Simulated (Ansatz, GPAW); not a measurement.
An Ansatz (a first-principles code) input for a self-consistent single point of Sr (Fm-3m, 1 atom in the cell) (DFT, PBE, plane waves, default PAW files):

Ansatz 0.2 input:
```yaml
crystal:
  lattice:
    - [0.000000, 2.904555, 2.904555]
    - [2.904555, 0.000000, 2.904555]
    - [2.904555, 2.904555, 0.000000]
  atoms:
    - { symbol: Sr, position: [0.000000, 0.000000, 0.000000] }
kpoints:
  mp_grid: { grid: [8, 8, 8] }
hamiltonian:
  xc: pbe
  pseudopotentials: { kind: paw }
scf:
  occupations: { method: fermi_dirac, width: 0.1 eV }
output:
  forces: true
  eigenvalues: true
  stress: true
```

Problem. Translate this input to GPAW.

Solution. This is the input that was run; spellings and numerical settings could be chosen otherwise.

```python
from ase import Atoms
from ase.units import GPa
from gpaw import GPAW

atoms = Atoms(['Sr'],
              cell=[[0.000000, 2.904555, 2.904555],
                    [2.904555, 0.000000, 2.904555],
                    [2.904555, 2.904555, 0.000000]],
              positions=[[0.000000, 0.000000, 0.000000]],
              pbc=True)

calc = GPAW(mode={'name': 'pw', 'ecut': 550},
            xc='PBE',
            kpts={'size': (8, 8, 8), 'gamma': True},
            occupations={'name': 'fermi-dirac', 'width': 0.1},
            nbands=-7,
            convergence={'density': 1e-05, 'energy': 1e-05},
            symmetry={'symmorphic': False, 'tolerance': 0.0005},
            maxiter=100,
            txt='-')

atoms.calc = calc

energy = atoms.get_potential_energy()
print('Energy (eV):', round(energy, 6))
forces = atoms.get_forces()
print('Forces (eV/Ang):')
print(forces.round(5))
stress = atoms.get_stress()
print('Stress (GPa, Voigt):', (stress / GPa).round(4))
```

Basis settings and potentials, where a program has them, do not carry over. This input uses DFT PBE, plane waves, GPAW PAW datasets PBE (gpaw-data 1.0.1). Both were run: pressure 1.64 GPa in Ansatz and 1.70 in GPAW. Ansatz's pressure is the one without its finite-basis correction.

On GPAW: the starting cell comes from a database of computed structures (which also holds hypothetical and non-ambient phases and stackings), without a prior relaxation at this level. Its lattice was rescaled by a random factor within 2.5 % of one. For this run, on top of that: lattice scaled by 0.98.

On Ansatz: the starting cell comes from a database of computed structures (which also holds hypothetical and non-ambient phases and stackings), without a prior relaxation at this level. Its lattice was rescaled by a random factor within 2.5 % of one. For this run, on top of that: lattice scaled by 0.98.
